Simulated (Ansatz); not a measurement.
Relaxation of the outer planes of the (11-21) surface of hcp Y in its 1x1 cell, outermost plane spacing 0.87 Å in the ideal cut.

Level of theory: PBE (plane waves to 420 eV, PAW; Ansatz, a program for electronic structure).

Model: 13-atom slab, 10.4 Å thick at the start (thin: gaps and levels are the slab's own), 7x7x1 mesh, Fermi-Dirac 0.1 eV, dipole correction, all atoms relaxed; symmetry of the start imposed; no spin, no spin-orbit, no U.

```
plane  atoms  bulk spacing to the next (Å)  relaxed spacing (Å)  change (%)  rumpling (Å)
-----  -----  ----------------------------  -------------------  ----------  ------------
1          Y                         0.870           (withheld)  (withheld)          0.00
2          Y                         0.870                0.736       -15.5          0.00
```

### Question
Complete the blanks.

### Answer

- 1, relaxed spacing (Å): 0.746
- 1, change (%): -14.3
